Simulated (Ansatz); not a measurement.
Results of r²SCAN in Ansatz (plane waves, PAW) for HfO2 (model structure, started from the 3R-MoS2 type, R3m, No. 160, 3 atoms in the cell).

Run with plane-wave cutoff 560 eV, 12×12×12 k mesh, Fermi–Dirac smearing 0.01 eV, scalar-relativistic PAW data made under PBE.

Cell (relaxed with PBE-D3(BJ)):

```cif
data_HfO2
_chemical_formula_sum 'Hf1 O2'
_space_group_name_H-M_alt 'P 1'
_space_group_IT_number 1
_cell_length_a 5.14444
_cell_length_b 5.14444
_cell_length_c 5.14444
_cell_angle_alpha 35.194
_cell_angle_beta 35.194
_cell_angle_gamma 35.194
loop_
_space_group_symop_operation_xyz
  'x, y, z'
loop_
_atom_site_label
_atom_site_type_symbol
_atom_site_fract_x
_atom_site_fract_y
_atom_site_fract_z
_atom_site_occupancy
Hf1 Hf 0.99979 0.99979 0.99979 1
O1 O 0.74706 0.74706 0.74706 1
O2 O 0.58645 0.58645 0.58645 1
```

### Question
What does this level give for the band gap, smallest direct gap on the k points sampled and direct gap at Γ?

### Answer

- band gap = 1.84 eV
- smallest direct gap on the k points sampled = 2.46 eV
- direct gap at Γ = 3.28 eV

Note: the relaxation could raise the start's symmetry but not lower it, so the cell can be a saddle point; cell and atoms aren't relaxed at this level (largest force component 0.40 eV/Å, pressure -2.3 GPa).

Spin–orbit coupling is not included.

Computed values are for the static lattice.

Computing time: about 40 core-seconds (a rough figure).

A model structure was made by putting elements into a prototype or built by hand; it is no filed structure, need not be a known phase, and can be a saddle point held by its symmetry.

Ansatz is a program for electronic structure.
